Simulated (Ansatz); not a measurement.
Consider Si in the diamond structure (space group Fd-3m, No. 227; a = 5.4443 Å). Axes: x, y, z lie along the cube axes.

Computed with r2SCAN (Ansatz, a program for electronic structure; PAW; 500 eV plane waves; scalar-relativistic without spin-orbit coupling).

The change: uniaxial strain ε_zz = +2.00 %, all other strain components held at zero; the atoms relax in the strained cell.

Question: Predict the stress tensor and what it implies for the stiffness.

Answer: Stress of the strained cell less that of the base (GPa, compression positive):
```
  -1.13    0.00    0.00
   0.00   -1.13    0.00
   0.00    0.00   -3.29
```

Then −Δσ_ii/ε with ε = 0.0200 gives secant stiffness values (nonlinear terms included at this strain): C33 ≈ 165 GPa, C13 ≈ 57 GPa and C23 ≈ 57 GPa.

As a check, the harmonic strain energy −½ V₀ Δσ:ε is 4.1 meV/atom; the computed energy rise is 4.2 meV/atom.

No phonon test of stability was made.
